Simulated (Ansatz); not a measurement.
The starting structures come from a database of crystals and need not be the phases stable at ambient conditions.

The decay constant κ of evanescent states in the gap governs leakage through a thin film.

Consider the following.

```
TiZnO3
1.0
    5.14191     0.00000     0.00000
    0.00000    13.95170     0.00000
    2.57095    -4.65057     1.48434
Ti Zn O
2 2 6
Cartesian
  0.00000   6.99008   0.00000
  2.57095  -4.63634   1.48434
  0.00000  10.87818   0.00000
  0.00000   3.90233   0.00000
  4.15289   7.85844   1.33168
  4.48315  -1.44270   1.44633
  1.64778   7.85844   0.19068
  6.13093   0.88258   1.33168
  5.80067   5.53315   1.44633
  3.49413   0.88258   0.19068
```

Space group of this cell: R3c. The cell is taken as given; by PBEsol its mean pressure is -8.2 GPa.

Transport runs along the normal of the first two printed cell vectors, the (100) plane of the conventional cell.

The gap is the functional's own. No spin-orbit coupling. Mid-gap values are interpolated on the energy grid.

Predict the band gap and the smallest decay constant κ at mid-gap from PBEsol (Ansatz, a first-principles code).

Gap 2.86 eV on a 20×20×20 mesh; κ = 0.405 1/Å, at (0.000, 0.250) of the in-plane reciprocal vectors. At the zone centre, at the nearest computed energy, the slowest state has κ = 0.44 1/Å.
